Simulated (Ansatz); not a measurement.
Take SnO2 in the rutile structure (space group P4_2/mnm, No. 136; a = 4.7585 Å, c = 3.2001 Å) as the base. Axes: x, y, z lie along a, b, c of the conventional cell.

The change: uniaxial stress, 1 GPa compression along x; all other stress components relax to zero.

Method: r2SCAN, PAW, 500 eV (Ansatz, a program for electronic structure; spin-orbit coupling left out), earlier PAW set.

Q: Give the band edges at the high-symmetry points of the new zone, measured from its valence-band maximum.

A: 
```
point  valence edge (eV)  conduction edge (eV)
-----  -----------------  --------------------
Γ                   0.00                  1.81
X                  -0.63                  5.02
S                  -0.91                  5.47
Y                  -0.60                  5.03
Z                  -1.26                  6.90
U                  -0.66                  7.19
R                  -0.84                  5.56
T                  -0.67                  7.17
```

The gap is 1.81 eV, direct at Γ.

Load acts through the strain it causes; cell and atoms are relaxed under it. Beyond what the load breaks, stability against distortions was not tested. The base started in Pnnm and relaxed to P4_2/mnm at this level. Labels are those of the standard path for the cell's own space group.
